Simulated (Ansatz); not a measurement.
The parent structure is Mg in the hcp (Mg type) structure (space group P6_3/mmc, No. 194; a = 3.1952 Å, c = 5.1966 Å; relaxed with 0.1 eV smearing). Axes: x lies along a and z along c of the hexagonal cell.

Modification: uniaxial strain ε_zz = +1.87 %, all other strain components held at zero; the atoms relax in the strained cell.

Levels (all Ansatz, a quantum-chemistry and plane-wave program, PAW): PBE (420 eV, no spin-orbit coupling); r2SCAN (500 eV, no spin-orbit coupling).

The geometry is relaxed with PBE.

| Item | Value |
|---|---|
| PBE pressure | -0.6 GPa |

Q: How does going to r2SCAN change the pressure?

A: The pressure drops by 0.7 GPa (-0.6 GPa → -1.3 GPa).

Single points use the geometry relaxed with PBE. Their cutoffs differ, which shifts pressures a little. Stability against distortions was not tested.
